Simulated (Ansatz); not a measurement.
The cell is made up: elements placed on another compound's structure type, so the phase may be hypothetical.

The decay constant κ of evanescent states in the gap governs leakage through a thin film.

Given:

```
CELL_PARAMETERS angstrom
      3.83525     0.00000     0.00000
      0.00000     9.23258     0.00000
      0.00000     4.61629     4.61629
ATOMIC_POSITIONS crystal
  Zn 0.00000 0.67506 0.00000
  Zn 0.00000 0.32494 0.00000
  Zn 0.50000 0.17506 0.64989
  Zn 0.50000 0.82494 0.35011
  S  0.00000 0.68722 0.62555
  S  0.00000 0.31278 0.37445
  S  0.50000 0.81278 0.00000
  S  0.50000 0.18722 0.00000
```

Space group of this cell: P4_2/mnm. The cell was relaxed by PBE-D3(BJ).

Transport runs along the normal of the first two printed cell vectors.

No gap correction and no spin-orbit coupling; mid-gap values are interpolated between computed energies.

### Question
Predict the band gap and the smallest decay constant κ at mid-gap from r2SCAN run with Ansatz (a program for electronic structure).

### Answer
Gap 2.87 eV on a 8×8×8 mesh; κ = 0.199 1/Å, at the zone centre.
